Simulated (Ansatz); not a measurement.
An Ansatz (a program for electronic structure) run: IrO2 with a change (Ir → Os); Ansatz, PBEsol, PAW, cutoff 420 eV, without spin-orbit coupling.

Input:

Ansatz 0.2 input:
```yaml
crystal:
  lattice:
    - [4.4550301784, 0, 0]
    - [0, 4.4550301784, 0]
    - [0, 0, 3.180468788]
  atoms:
    - { symbol: Os, position: [0, 0, 0] }
    - { symbol: Os, position: [0.5, 0.5, 0.5] }
    - { symbol: O, position: [0.3087811421, 0.3087811421, 0] }
    - { symbol: O, position: [0.8087811421, 0.1912188579, 0.5] }
    - { symbol: O, position: [0.1912188579, 0.8087811421, 0.5] }
    - { symbol: O, position: [0.6912188579, 0.6912188579, 0] }
basis: { ecutwfc: 420, ecutrho_ratio: 4, xc_grid: 2, fft_grid_basis: typed }
kpoints: { mp_grid: { grid: [11, 11, 15] } }
hamiltonian:
  xc: pbesol
  dispersion: none
  pseudopotentials: { kind: paw }
scf: { occupations: { method: fermi_dirac, width: 0.05 }, convergence: { dr2_threshold: 0.0000000006 } }
output: { forces: true, stress: true }
checkpoint: { write: state.ck, write_every: 1000 }
```

Output:

```
WARN ansatz: RAYON_NUM_THREADS=1 ignored (pool sized by the plan → 1); use --threads N
Pseudopotentials: kind: paw
Pseudopotential: Os, paw, valence charge 16
Pseudopotential: O, paw, valence charge 6
Functional definition: PBEsol
Crystal: 6 atoms, lattice volume = 63.124 Å³
Basis set: ecut = 420 eV, 1243 PW (Γ), exchange–correlation on 60×60×48 points (8 copies of the dense FFT grid, shifted against one another)
Bands: 34, of which v1, the nominal top of the filled ones, is band 28 counted from 1 (27 counted from 0)
Symmetry: 16 space group operations
Space group: P42/mnm (ITA 136), of the structure as read, at distance tolerance 4.0e-5 Å
k-points: 168 of 1815
PAW frozen core: Os, regenerated for the run's functional, and the local potential with it
PAW frozen core: O, regenerated for the run's functional, and the local potential with it
Initial density: superposition of atomic densities (neutral atoms: chi_scale 0, normalization atom), corrected by the library's trained network
Initial wavefunctions: pseudopotential atomic-orbital guess
Eigensolver: davidson
Functional: x = pbesol(κ = 0.804, μ = 0.12345679012345678), c = pbesol(β = 0.046)
SCF iter   1: F=—  HF=-24741.206781 eV  |F-HF|=—  |Δ(HF+E_count)|=         —  Δρ=2.31e-2  dr2=2.47e-1  ethr=1.77e-3  ⟨swp⟩=5.8  Hψ=21613  notcnv=0  defer=24
all-band conjugate gradients solve this SCF's bands
preconditioner: auto → LDOS
SCF iter   2: F=—  HF=-24741.159474 eV  |F-HF|=—  |Δ(HF+E_count)|=   4.73e-2  Δρ=1.05e-2  dr2=3.33e-2  ethr=4.42e-4  ⟨swp⟩=2.0  Hψ=11180  notcnv=0  defer=49
SCF iter   3: F=—  HF=-24741.148646 eV  |F-HF|=—  |Δ(HF+E_count)|=   1.08e-2  Δρ=1.54e-3  dr2=1.05e-3  ethr=5.94e-5  ⟨swp⟩=2.0  Hψ=9974  notcnv=0  defer=49
SCF iter   4: F=—  HF=-24741.148401 eV  |F-HF|=—  |Δ(HF+E_count)|=   2.45e-4  Δρ=2.01e-4  dr2=2.37e-5  ethr=1.87e-6  ⟨swp⟩=2.0  Hψ=8186  notcnv=0  defer=49
SCF iter   5: F=—  HF=-24741.148387 eV  |F-HF|=—  |Δ(HF+E_count)|=   1.46e-5  Δρ=2.36e-5  dr2=1.35e-7  ethr=4.23e-8  ⟨swp⟩=2.1  Hψ=8381  notcnv=0  defer=49
SCF iter   6: F=—  HF=-24741.148385 eV  |F-HF|=—  |Δ(HF+E_count)|=   2.14e-6  Δρ=5.57e-6  dr2=1.24e-8  ethr=2.41e-10  ⟨swp⟩=2.1  Hψ=9491  notcnv=0  defer=49
SCF iter   7: F=-24741.148385 eV  HF=-24741.148385 eV  |F-HF|=1.71e-10  |Δ(HF+E_count)|=   2.82e-9  Δρ=1.21e-6  dr2=3.46e-10  ethr=1.07e-12  ⟨swp⟩=3.2  Hψ=24261  notcnv=0
SCF 1 converged in 7 iterations: F = -24741.148385 eV  dr2 = 3.46e-10
SCF converged after 7 iterations
Free energy (F): -24741.148385 eV
Harris-Foulkes:  -24741.148385 eV  (|F-HF|=1.71e-10)
Internal energy: -24741.124854 eV  (E = F + TS)
E sigma→0 (E₀):  -24741.136619 eV
Entropy (-TS):   -0.023531 eV (-3.922 meV/atom)
Fermi energy:    14.681365 eV
--- Per-component energies (eV) ---
  E_band       = -393.489063
  E_kinetic    = 1822.052058
  E_local      = -3719.031177  (includes V_loc(G=0)·N_el)
  E_nonlocal   = 197.316635
  E_hartree    = 1403.470472
  E_xc         = -816.103178
  E_vxc        = -934.007481  (∫ρ·V_xc dr)
  E_paw        = -18369.452969  (= ΣΔE_a)
  E_vpaw       = -566.769392  (= ΣTr[D̂ρ^β])
  E_aug_tail   = 0.009849  (compensation charges beyond the density's cutoff)
  E_ewald      = -5260.023561
  E_core_change = 0.637018  (= ΣΔE_core)
  E_smearing   = -0.023531  (= −TS)
  E_closure    = 0.000000  (closes the sum)
  Σ components = -24741.148385   (vs F -24741.148385, Δ=0.00e0)
  [band-id]    e_kinetic+e_local+e_nonlocal+2·e_hartree+e_vxc+e_vpaw+e_augmentation_tail = -393.488564   (vs E_band -393.489063, Δ=4.99e-4)
--- Forces (eV/Å), atoms counted from 1 ---
  atom   1  Os     0.00000000     0.00000000     0.00000000
  atom   2  Os     0.00000000     0.00000000     0.00000000
  atom   3  O     -0.00028175    -0.00028175     0.00000000
  atom   4  O     -0.00028175     0.00028175     0.00000000
  atom   5  O      0.00028175    -0.00028175     0.00000000
  atom   6  O      0.00028175     0.00028175     0.00000000
  max |Σ_I F_I| component: 6.94e-18 eV/Å
--- Stress (GPa, compression-positive) ---
       -0.005645       0.000000       0.000000
        0.000000      -0.005645       0.000000
        0.000000       0.000000       0.004897
  P = ⅓ Tr σ = -0.0021 GPa (-0.021 kbar)
  The stress holds the Pulay correction. Without it, at fixed plane waves, as pw.x and ABINIT print it: P = -0.8086 GPa
  The stress includes an estimate of the error left by incomplete SCF convergence (largest component -0.0005 GPa).
--- Band table ---
  band table: none
```

Stability against distortions was not tested. No Hubbard U is applied, and correlation can decide whether such a compound is a metal. The final runs are not spin-polarised. The cell was made from IrO2 by this change: Ir → Os; the result is a model cell.
